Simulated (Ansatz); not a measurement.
## Response to strain in WC

Consider WC (space group P-6m2, No. 187; a = 2.913 Å, c = 2.835 Å; relaxed with 0.1 eV smearing).

Strains are applied to the cell and any free atomic positions relax.

Method: r2SCAN (Ansatz, a quantum-chemistry and plane-wave program, PAW, no spin-orbit coupling).

Notes on the quantities. pressure: mean of the normal stresses, compression positive; energy relative to the base: free energy F.

```tsv
case	pressure	volume per atom	energy relative to the base
base	0.0 GPa	10.42 Å³	0 meV/atom
isotropic strain −3.00 %	44.7 GPa	9.51 Å³	+117 meV/atom
isotropic strain −2.50 %	36.0 GPa	9.65 Å³	+80 meV/atom
isotropic strain −2.00 %	27.8 GPa	9.80 Å³	+51 meV/atom
isotropic strain −1.50 %	[?]	9.95 Å³	[?]
isotropic strain −1.00 %	13.0 GPa	10.11 Å³	+12 meV/atom
isotropic strain −0.50 %	6.3 GPa	10.26 Å³	+3.0 meV/atom
```

Complete the table.


- isotropic strain −1.50 %, pressure: 20.2 GPa
- isotropic strain −1.50 %, energy relative to the base: +28 meV/atom

Stability against distortions was not tested. All final runs are without spin polarisation.
